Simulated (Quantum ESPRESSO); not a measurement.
# Sensitivity of a calculation on TaAs (I4_1md, 4 atoms in the cell) to its settings

```xyz
4
Lattice="-1.6789 1.6789 5.7218 1.6789 -1.6789 5.7218 1.6789 1.6789 -5.7218" Properties=species:S:1:pos:R:3 pbc="T T T"
Ta     1.6789     0.0000     5.7215
Ta     0.0000     0.0000     8.5824
As     1.6789     0.0000     0.9456
As     0.0000     0.0000     3.8065
```

Base run A: LDA (PZ), GBRV 1.5 ultrasoft (LDA) pseudopotentials (Quantum ESPRESSO), self-consistent single point.

Its settings: ecutwfc = 40 Ry; ecutrho = 320 Ry; occupations = smearing; smearing = fd; degauss = 0.0073499 Ry; potentials = {Ta: ta_lda_v1.uspp.F.UPF, As: as_lda_v1.uspp.F.UPF}; K_POINTS = automatic 9 9 9 0 0 0; conv_thr = 1e-11 Ry.

The starting cell comes from a database of computed structures (which also holds hypothetical and non-ambient phases and stackings), without a prior relaxation at this level. Its lattice was rescaled by a random factor within 2.5 % of one. Spin polarisation is off. In the base run, with a pressure of about 8 GPa the cell is away from its equilibrium volume at this level.

ΔF is the free energy per atom less that of run A. 

Run A gave: pressure (GPa) 7.76; largest force (eV/Å) 0.056; k-points 75.

Runs:
- B: K_POINTS: automatic 9 9 9 0 0 0 → automatic 5 5 5 0 0 0
- C: lattice scaled by 1.015
- D: smearing: fd → gauss; degauss: 0.0073499 Ry → 0.0036749 Ry
- E: K_POINTS: automatic 9 9 9 0 0 0 → automatic 6 6 6 0 0 0
- F: degauss: 0.0073499 Ry → 0.0147 Ry
- G: diagonalization: default → rmm-paro

Question: What does run C change against A?

Answer: The free energy goes down by 17.8 meV/atom, the pressure goes from 7.76 to -1.96 GPa and the largest force goes from 0.056 to 0.030 eV/Å.

Question: What does run E change against A?

Answer: The free energy goes up by 4.8 meV/atom, the pressure goes from 7.76 to 7.90 GPa and the largest force stays at 0.056 eV/Å.

```json
[
 {"run": "A", "ΔF (meV/atom)": "0.00", "pressure (GPa)": "7.76", "largest force (eV/Å)": "0.056", "k-points": "75"},
 {"run": "B", "ΔF (meV/atom)": "11.1", "pressure (GPa)": "7.97", "largest force (eV/Å)": "0.056", "k-points": "18"},
 {"run": "C", "ΔF (meV/atom)": "-17.8", "pressure (GPa)": "-1.96", "largest force (eV/Å)": "0.030", "k-points": "75"},
 {"run": "D", "ΔF (meV/atom)": "2.8", "pressure (GPa)": "7.74", "largest force (eV/Å)": "0.052", "k-points": "75"},
 {"run": "E", "ΔF (meV/atom)": "4.8", "pressure (GPa)": "7.90", "largest force (eV/Å)": "0.056", "k-points": "30"},
 {"run": "F", "ΔF (meV/atom)": "-10.0", "pressure (GPa)": "7.91", "largest force (eV/Å)": "0.053", "k-points": "75"},
 {"run": "G", "ΔF (meV/atom)": "0.00", "pressure (GPa)": "7.76", "largest force (eV/Å)": "0.056", "k-points": "75"}
]
```
